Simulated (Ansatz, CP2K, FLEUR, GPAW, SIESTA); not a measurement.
BaAl2Ga2 (I4/mmm, 5 atoms in the cell) computed with different codes at matched settings

Self-consistent single point.

```
CELL_PARAMETERS angstrom
     -2.25718     2.25718     5.57623
      2.25718    -2.25718     5.57623
      2.25718     2.25718    -5.57623
ATOMIC_POSITIONS crystal
  Ba 0.00000 0.00000 0.00000
  Al 0.75000 0.25000 0.50000
  Al 0.25000 0.75000 0.50000
  Ga 0.37971 0.37971 0.00000
  Ga 0.62029 0.62029 0.00000
```

Shared settings, as Ansatz (an electronic-structure program) writes them: kpoints.mp_grid.grid = 7 7 7; scf.occupations.method = gaussian; scf.occupations.width = 0.0073 Ry. Potentials and cutoffs stand in the table.

| code | model | pressure (GPa) | largest force (eV/Å) | cutoff |
|---|---|---|---|---|
| SIESTA | LDA PW92, numerical atomic orbitals DZP, PseudoDojo LDA standard norm-conserving potentials (rewritten from UPF to PSML) | -0.76 | 0.326 | grid 300 Ry |
| FLEUR | LDA (Perdew-Zunger), all-electron FLAPW (FLEUR), scalar-relativistic valence | – | 0.058 | Kmax 4.4 1/bohr |
| GPAW | LDA (Perdew-Wang 92), GPAW PAW datasets LDA (gpaw-data 1.0.1) | -3.10 | 0.104 | 600 eV |
| CP2K | LDA (Pade form), GPW, DZVP-MOLOPT-SR-GTH basis, GTH-PADE potentials (GTH_POTENTIALS) | -3.28 | 0.012 | grid 600 Ry |
| Ansatz | LDA (PW92), PAW files made with PBE | -3.83 | 0.053 | 30.9 Ry |

A dash marks a value that a program does not give, or that is left out as unsure.

The spread over the programs that give each value: pressure within 3.07 GPa; largest force within 0.314 eV/Å.

SIESTA and CP2K use small atom-centred bases, whose incompleteness enters pressures, forces and empty levels differently from a plane-wave cutoff. FLEUR treats all electrons, but the usual bases taken here (sphere radii, linearisation, local orbitals, empty states) were not tested for convergence, so the values are no reference for the others. Ansatz's pressure is given at a fixed set of plane waves, as the other plane-wave codes print theirs. In the pressure, SIESTA (by 2.71) lies more than 1 GPa from the median of the plane-wave programs. In the force vectors, SIESTA (by 0.404) and CP2K (by 0.091) lie more than 0.08 eV/Å from the median of the plane-wave programs.

The starting cell comes from a database of computed structures (which also holds hypothetical and non-ambient phases and stackings), without a prior relaxation at this level. Its lattice was rescaled by a random factor within 2.5 % of one.

Left out of this page: Elk (not drawn, or without a comparable value).

Keys are those of Ansatz 0.2.
